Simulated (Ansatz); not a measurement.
What biaxial strain +3.00 %, plane normal [001], relaxed out of plane does to Ru

Take Ru in the hcp (Mg type) structure (space group P6_3/mmc, No. 194; a = 2.7043 Å, c = 4.2629 Å; relaxed with 0.1 eV smearing) as the base. Axes: x lies along a and z along c of the hexagonal cell.

It is then changed as follows: tensile biaxial strain of 3.00 % in the plane normal to [001], as in epitaxy on a mismatched substrate; the out-of-plane cell vector and the atoms relax.

All numbers come from r2SCAN (Ansatz, an electronic-structure program), scalar-relativistic without spin-orbit coupling. k-mesh 24×24×14 (Γ-centred); smearing 0.1 eV (Fermi–Dirac).

The volume per atom rises by 0.59 Å³ (13.50 Å³ → 14.09 Å³) and the space group remains P6_3/mmc (No. 194). The pressure (mean of the normal stresses, compression positive) goes from zero to -11.6 GPa and the band gap stays zero. The out-of-plane strain amounts to -1.64 % and the ratio −ε⊥/ε∥ comes out as 0.55. The mean in-plane stress (compression positive) is -17.4 GPa.

Final structure (turned so that z lies along the plane normal):

```xyz
2
Lattice="2.7854 0.0000 0.0000 1.3927 2.4122 0.0000 0.0000 0.0000 4.1930" Properties=species:S:1:pos:R:3 pbc="T T T"
Ru     2.7854     1.6082     3.1448
Ru     1.3927     0.8041     1.0483
```

Cost of the whole job for the changed cell (relaxation, final SCF and bands): roughly 70 core-seconds.

No phonon test of stability was made. The final runs are not spin-polarised.
